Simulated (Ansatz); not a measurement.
## Effect of pressure 5 GPa on Ca

Base system: Ca in the fcc (Cu type) structure (space group Fm-3m, No. 225; a = 5.527 Å).

Perturbation: cell and atoms relaxed at a pressure of 5 GPa.

All numbers come from PBE (Ansatz, a program for electronic structure, PAW, scalar-relativistic without spin-orbit coupling). Γ-centred 15×15×15 mesh, Fermi–Dirac width 0.05 eV.

```tsv
quantity	base	changed	shift
density	1.58 g/cm³	1.95 g/cm³	+0.37 g/cm³
lattice parameter a	5.527 Å	5.153 Å	-0.3731 Å
shortest interatomic distance	3.908 Å	3.644 Å	-0.264 Å
enthalpy H = E + PV relative to the base's energy	–	+1.18 eV/atom	–
band gap	zero	zero	–
```

Cost of the whole job for the changed cell (relaxation, final SCF and bands): roughly 11 core-seconds.

Load acts through the strain it causes; cell and atoms are relaxed under it. Whether these cells are dynamically stable was not tested. No other phases were tried under pressure.
